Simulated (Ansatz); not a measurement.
System: fluorite NiSi2. Method: r²SCAN+rVV10 in Ansatz (PAW).

Input file:

Ansatz 0.2 input:
```yaml
crystal:
  lattice:
    - [0.0, 2.7408464637, 2.7408464637]
    - [2.7408464637, 0.0, 2.7408464637]
    - [2.7408464637, 2.7408464637, 0.0]
  atoms:
    - { symbol: Si, position: [0.25, 0.25, 0.25] }
    - { symbol: Si, position: [0.75, 0.75, 0.75] }
    - { symbol: Ni, position: [0.0, 0.0, 0.0] }
basis:
  ecutwfc: 560
  ecutrho_ratio: 4
  xc_grid: 3
kpoints:
  mp_grid: { grid: [18, 18, 18] }
hamiltonian:
  xc: r2scan
  dispersion: rvv10
  pseudopotentials: { kind: paw }
scf:
  occupations: { method: fermi_dirac, width: 0.05 }
  convergence: { dr2_threshold: 0.0000000003 }
output:
  forces: true
  stress: true
  eigenvalues: true
```

Q: How many irreducible k-points, plane waves at Γ does the program set up, and what pressure does the run end with?

A: 195 irreducible k-points, 1243 plane waves at Γ; P = -8.42 GPa, so the cell is stretched on average and its volume would shrink at this level.

The run printed, among other lines:

```
Crystal: 3 atoms, lattice volume = 41.180 Å³
Basis set: ecut = 560 eV, 1243 PW (Γ), exchange–correlation on 90×90×90 points (27 copies of the dense FFT grid, shifted against one another)
Bands: 17, of which v1, the nominal top of the filled ones, is band 13 counted from 1 (12 counted from 0)
Symmetry: 48 space group operations
Space group: Fm-3m (ITA 225), of the structure as read, at distance tolerance 3.5e-5 Å
k-points: 195 of 5832
Functional: x = r2scan, c = r2scan + rvv10(b = 11.95, C = 0.0093); τ floored in thin density (d = 2e-4 eV/Å³)
SCF iter   1: F=—  HF=-7122.495382 eV  |F-HF|=—  |Δ(HF+E_count)|=         —  Δρ=1.38e-2  dr2=8.54e-2  dr2_τ=6.15e-2
SCF iter   2: F=—  HF=-7122.568034 eV  |F-HF|=—  |Δ(HF+E_count)|=   7.27e-2  Δρ=1.54e-2  dr2=5.28e-2  dr2_τ=4.28e-4
  ...
SCF iter  10: F=—  HF=-7122.559055 eV  |F-HF|=—  |Δ(HF+E_count)|=  6.87e-10  Δρ=1.55e-6  dr2=7.34e-10  dr2_τ=6.20e-12
SCF iter  11: F=-7122.559055 eV  HF=-7122.559055 eV  |F-HF|=3.73e-11  |Δ(HF+E_count)|=  8.19e-12  Δρ=3.42e-7  dr2=3.90e-11  dr2_τ=1.12e-13
SCF 1 converged in 11 iterations: F = -7122.559055 eV  dr2 = 3.90e-11
SCF converged after 11 iterations
Free energy (F): -7122.559055 eV
Internal energy: -7122.552579 eV  (E = F + TS)
E sigma→0 (E₀):  -7122.555817 eV
Fermi energy:    12.546078 eV
--- Forces (eV/Å), atoms counted from 1 ---
  atom   1  Si     0.00000000     0.00000000    -0.00000000
  atom   2  Si     0.00000000    -0.00000000     0.00000000
  atom   3  Ni    -0.00000000     0.00000000    -0.00000000
--- Stress (GPa, compression-positive) ---
       -8.415070       0.000000      -0.000000
        0.000000      -8.415070       0.000000
       -0.000000      -0.000000      -8.415070
  P = ⅓ Tr σ = -8.4151 GPa (-84.151 kbar)
```

The cell is one volume of an energy–volume scan, off the minimum.

The PAW data were made under PBE.

Ansatz is a first-principles code.
